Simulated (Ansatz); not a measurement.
# SiC, response to strain

Take SiC in the zinc blende structure (space group F-43m, No. 216; a = 4.356 Å) as the base.

Strains are applied to the cell and any free atomic positions relax.

All numbers come from plane-wave PAW DFT at the r2SCAN level (Ansatz, a first-principles code, 500 eV), spin-orbit coupling left out.

Notes on the quantities. energy relative to the base: free energy F.

```tsv
isotropic strain (%)	energy relative to the base (meV/atom)
-5.19	206.7
-0.29	?
0	0.0
0.54	1.9
0.55	2.0
0.57	2.1
0.62	2.5
```

**Question.** Fit ΔE = Aε² + Bε³ (ε in %) to the rows shown and predict the withheld row.

**Answer.** Least squares on the printed values gives A = 6.63 and B = -0.20 meV/atom (largest residual 0.0 meV/atom); this predicts 0.6 meV/atom, and the run gives 0.6 meV/atom, in agreement.

No phonon test of stability was made.
